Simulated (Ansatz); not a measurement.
The starting structures come from a database of crystals and need not be the phases stable at ambient conditions.

 Where the default PAW files enter, the runs use the earlier of Ansatz's two default sets.

The decay constant κ of evanescent states in the gap governs leakage through a thin film.

Given:

```xyz
4
Lattice="4.1122 0.0000 0.0000 0.0000 4.1547 0.0000 0.1172 0.0000 5.8446" Properties=species:S:1:pos:R:3 pbc="T T T"
Ag     0.9465     1.0387     4.4426
Ag     3.2828     3.1160     1.4020
Br     3.0609     3.1160     4.3519
Br     1.1685     1.0387     1.4927
```

Space group of this cell: P2_1/m. The cell is taken as given; by PBEsol its mean pressure is -3.7 GPa.

Transport runs along the normal of the first two printed cell vectors.

No gap correction and no spin-orbit coupling; mid-gap values are interpolated between computed energies.

Q: Compute, with PBEsol run with Ansatz (a quantum-chemistry and plane-wave program), the band gap and the smallest decay constant κ at mid-gap.

A: Gap 0.49 eV on a 8×8×6 mesh; κ = 0.105 1/Å, at the zone centre.
